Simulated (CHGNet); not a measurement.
B20 (FeSi-type) CoSi

Level of theory: the machine-learned potential CHGNet 0.3.0 (trained on PBE and PBE+U data).

Cell (relaxed at this level):

CoSi has the cubic space group P2₁3 (No. 198), Pearson symbol cP8. Conventional cell: a = 4.433 Å, b = 4.433 Å, c = 4.433 Å, α = 90.00°, β = 90.00°, γ = 90.00°. Co on 4a is surrounded by 7 Si at 2.310–2.434 Å and 6 Co at 2.726 Å. Si on 4a sees 7 Co at 2.310–2.434 Å and 6 Si at 2.743 Å. (Neighbours: up to the widest gap in distance over summed covalent radii, below 1.35, at either atom; cation-cation and far metal-metal contacts left out.)

```yaml
lattice_parameter_a: 4.433 Å
equilibrium_volume_per_atom: 10.89 Å³/atom
```

Measured, for comparison: lattice constant a 4.444 Å, equilibrium volume per atom 10.97 Å³/atom (temperature not stated, not corrected to a static lattice; as tabulated in Wikipedia's data pages). Computed (rounded) less measured: lattice constant a -0.2 %, equilibrium volume per atom -0.7 %. A static lattice is as a rule a little smaller and stiffer than an uncorrected measurement, which narrows the difference in the equilibrium volume per atom and would widen misses of the other sign.

A machine-learned potential is trained on density-functional data: it inherits that level's misses and adds fitting errors of its own.
